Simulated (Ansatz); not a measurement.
We consider RuC (model structure, started from the NbAs type, I4₁md, No. 109, 4 atoms in the cell), described by PBE (Ansatz, an electronic-structure program, plane waves, PAW).

Run with plane-wave cutoff 520 eV, 28×28×28 k mesh, Fermi–Dirac smearing 0.05 eV, no spin polarisation, scalar-relativistic PAW data made under PBE.

Cell (relaxed at this level):

```
CELL_PARAMETERS angstrom
     -1.39402     1.39402     5.03676
      1.39402    -1.39402     5.03676
      1.39402     1.39402    -5.03676
ATOMIC_POSITIONS crystal
  Ru 0.50126 0.50126 0.00000
  Ru 0.25126 0.75126 0.50000
  C  0.91474 0.91474 0.00000
  C  0.66474 0.16474 0.50000
```

Question: What does this level give for the bulk modulus B0?

Answer: 
- bulk modulus B0: 351 GPa

Note: the run has no spin polarisation, so it can have missed a magnetic state; the bulk modulus is −V dP/dV from two relaxed cells at ±2 % in volume; the relaxation could raise the start's symmetry but not lower it, so the cell can be a saddle point.

Static lattice: no zero-point or thermal effects.

Cost on a shared machine: around 25 core-minutes (rough).

A model structure was made by putting elements into a prototype or built by hand; it is no filed structure, need not be a known phase, and can be a saddle point held by its symmetry.
